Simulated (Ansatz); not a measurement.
## Response to strain in Ge2Sb2Te5

Consider Ge$_{2}$Sb$_{2}$Te$_{5}$ (space group P-3m1, No. 164).

```
CELL_PARAMETERS angstrom
      4.21328     0.00000     0.00000
     -2.10664     3.64881     0.00000
      0.00000     0.00000    17.68942
ATOMIC_POSITIONS crystal
  Te 0.00000 0.00000 0.00000
  Sb 0.66667 0.33333 0.11386
  Sb 0.33333 0.66667 0.88614
  Te 0.33333 0.66667 0.21235
  Te 0.66667 0.33333 0.78765
  Ge 0.00000 0.00000 0.33457
  Ge 0.00000 0.00000 0.66543
  Te 0.66667 0.33333 0.41382
  Te 0.33333 0.66667 0.58618
```

Cartesian axes are those of the cell as printed.

Strains are applied to the cell and any free atomic positions relax; under biaxial strain the out-of-plane vector relaxes too.

Computed with DFT with r2SCAN+rVV10, PAW potentials and a 500 eV plane-wave cutoff in Ansatz (a first-principles code), no SOC.

Notes on the quantities. pressure: mean of the normal stresses, compression positive.

```json
[
 {"change": "base", "pressure": "0.0 GPa", "volume per atom": "30.22 Å³"},
 {"change": "biaxial strain −1.66 %, plane normal [001], relaxed out of plane", "pressure": "0.9 GPa", "volume per atom": "29.79 Å³"},
 {"change": "biaxial strain −1.15 %, plane normal [001], relaxed out of plane", "pressure": "0.6 GPa", "volume per atom": "29.92 Å³"},
 {"change": "biaxial strain −0.76 %, plane normal [001], relaxed out of plane", "pressure": "0.4 GPa", "volume per atom": "30.02 Å³"},
 {"change": "uniaxial strain ε_xx = −0.72 %", "pressure": "0.3 GPa", "volume per atom": "30.00 Å³"},
 {"change": "uniaxial strain ε_zz = −2.81 %", "pressure": "0.8 GPa", "volume per atom": "29.37 Å³"}
]
```

Whether these cells are dynamically stable was not tested. All final runs are without spin polarisation.
